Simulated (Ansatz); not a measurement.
A self-consistent single point of MgSc (Pm-3m, 2 atoms in the cell) with Ansatz (a program for electronic structure)

Method: LDA (PW92), default PAW files made with PBE (plane waves; Ansatz).

Input as run:

Ansatz 0.2 input:
```yaml
# MgSc
crystal:
  lattice:
    - [3.614432, 0.000000, 0.000000]
    - [0.000000, 3.614432, 0.000000]
    - [0.000000, 0.000000, 3.614432]
  atoms:
    - { symbol: Mg, position_ang: [0.000000, 0.000000, 0.000000] }
    - { symbol: Sc, position_ang: [1.807216, 1.807216, 1.807216] }
basis:
  ecutwfc: 420.0
kpoints:
  mp_grid: { grid: [9, 9, 9] }
hamiltonian:
  xc: lda
  pseudopotentials: { kind: paw }
scf:
  occupations: { method: gaussian, width: 0.1 }
output:
  forces: true
  eigenvalues: true
  stress: true
```

Output, abridged:

```
WARN ansatz: RAYON_NUM_THREADS=1 ignored (pool sized by the plan → 1); use --threads N
Pseudopotentials: kind: paw
Pseudopotential: Mg, paw, valence charge 10
Pseudopotential: Sc, paw, valence charge 11
Crystal: 2 atoms, lattice volume = 47.219 Å³
Basis set: ecut = 420 eV, 925 PW (Γ)
Bands: 15, of which v1, the nominal top of the filled ones, is band 11 counted from 1 (10 counted from 0)
Symmetry: 48 space group operations
Space group: Pm-3m (ITA 221), of the structure as read, at distance tolerance 3.6e-5 Å
k-points: 35 of 729
PAW frozen core: Mg, regenerated for the run's functional, and the local potential with it
PAW frozen core: Sc, regenerated for the run's functional, and the local potential with it
Initial density: superposition of atomic densities (neutral atoms: chi_scale 0, normalization atom), corrected by the library's trained network
Initial wavefunctions: pseudopotential atomic-orbital guess
Eigensolver: davidson
Functional: x = slater, c = lda
SCF iter   1: F=—  HF=-3990.633814 eV  |F-HF|=—  |Δ(HF+E_count)|=         —  Δρ=5.52e-3  dr2=5.66e-3  ethr=1.77e-3  ⟨swp⟩=4.9  Hψ=2338  notcnv=0
all-band conjugate gradients solve this SCF's bands
preconditioner: auto → none
SCF iter   2: F=—  HF=-3990.629146 eV  |F-HF|=—  |Δ(HF+E_count)|=   4.67e-3  Δρ=2.50e-3  dr2=1.49e-3  ethr=2.69e-5  ⟨swp⟩=2.0  Hψ=1160  notcnv=0
SCF iter   3: F=—  HF=-3990.628941 eV  |F-HF|=—  |Δ(HF+E_count)|=   2.05e-4  Δρ=5.06e-4  dr2=8.17e-5  ethr=7.10e-6  ⟨swp⟩=2.0  Hψ=740  notcnv=0
SCF iter   4: F=—  HF=-3990.628952 eV  |F-HF|=—  |Δ(HF+E_count)|=   1.05e-5  Δρ=2.35e-5  dr2=2.22e-7  ethr=3.89e-7  ⟨swp⟩=1.8  Hψ=573  notcnv=0
iter 5 did not close the SCF: its close was put off for the readings that it lacked (scf_convergence_deferred on its scf_iter line)
SCF iter   5: F=-3990.628952 eV  HF=-3990.628952 eV  |F-HF|=2.53e-8  |Δ(HF+E_count)|=   1.28e-8  Δρ=5.79e-6  dr2=3.04e-8  ethr=1.06e-9  ⟨swp⟩=2.0  Hψ=730  notcnv=0
SCF iter   6: F=-3990.628952 eV  HF=-3990.628952 eV  |F-HF|=7.73e-11  |Δ(HF+E_count)|=   6.53e-9  Δρ=7.14e-7  dr2=8.93e-11  ethr=1.45e-10  ⟨swp⟩=3.0  Hψ=1845  notcnv=0
SCF 1 converged in 6 iterations: F = -3990.628952 eV  dr2 = 8.93e-11
SCF converged after 6 iterations
Free energy (F): -3990.628952 eV
Harris-Foulkes:  -3990.628952 eV  (|F-HF|=7.73e-11)
Internal energy: -3990.615233 eV  (E = F + TS)
E sigma→0 (E₀):  -3990.622093 eV
Entropy (-TS):   -0.013718 eV (-6.859 meV/atom)
Fermi energy:    7.208211 eV
--- Per-component energies (eV) ---
  E_band       = -525.582299
  E_kinetic    = 334.497385
  E_local      = -2459.723926  (includes V_loc(G=0)·N_el)
  E_nonlocal   = 183.267188
  E_hartree    = 862.927743
  E_xc         = -130.674931
  E_vxc        = -164.365072  (∫ρ·V_xc dr)
  E_paw        = -1180.882515  (= ΣΔE_a)
  E_vpaw       = -145.113132  (= ΣTr[D̂ρ^β])
  E_aug_tail   = 0.000017  (compensation charges beyond the density's cutoff)
  E_ewald      = -1600.481598
  E_core_change = 0.455402  (= ΣΔE_core)
  E_smearing   = -0.013718  (= −TS)
  E_closure    = -0.000000  (closes the sum)
  Σ components = -3990.628952   (vs F -3990.628952, Δ=0.00e0)
--- Forces (eV/Å), atoms counted from 1 ---
  atom   1  Mg    -0.00000000     0.00000000    -0.00000000
  atom   2  Sc     0.00000000     0.00000000     0.00000000
  max |Σ_I F_I| component: 1.43e-29 eV/Å
--- Stress (GPa, compression-positive) ---
       -4.117611      -0.000000       0.000000
       -0.000000      -4.117611       0.000000
        0.000000       0.000000      -4.117611
  P = ⅓ Tr σ = -4.1176 GPa (-41.176 kbar)
  The stress holds the Pulay correction. Without it, at fixed plane waves, as pw.x and ABINIT print it: P = -4.1229 GPa
--- Band table (eV; the first three rows and the last of 35) ---
  k-point 0: bands = ["-67.1992", "-42.1353", "-34.6249", "-34.6249", "-34.6249", "-20.9938", "-20.9938", "-20.9938", "1.3065", "7.0757", "7.0757", "9.4795", "9.4795", "9.4795", "12.2800"]
  k-point 1: bands = ["-67.1992", "-42.1347", "-34.6254", "-34.6249", "-34.6249", "-21.0034", "-20.9931", "-20.9931", "1.4616", "7.0233", "7.1341", "9.2993", "9.2993", "9.4941", "11.5591"]
  k-point 2: bands = ["-67.1991", "-42.1330", "-34.6265", "-34.6248", "-34.6248", "-21.0276", "-20.9911", "-20.9911", "1.9182", "6.6988", "7.2908", "8.9357", "8.9357", "9.5318", "10.6132"]
  k-point 34: bands = ["-67.1988", "-42.1191", "-34.6282", "-34.6282", "-34.6282", "-21.0547", "-21.0546", "-21.0546", "6.0565", "6.3140", "6.3140", "9.5911", "9.5911", "9.6399", "10.4697"]
```

The run converged in 6 iterations.

The starting cell comes from a database of computed structures (which also holds hypothetical and non-ambient phases and stackings), without a prior relaxation at this level. Its lattice was rescaled by up to half a per cent. With a pressure of about -4 GPa the cell is away from its equilibrium volume at this level. Ansatz's pressure includes its estimate of the finite-basis (Pulay) stress.
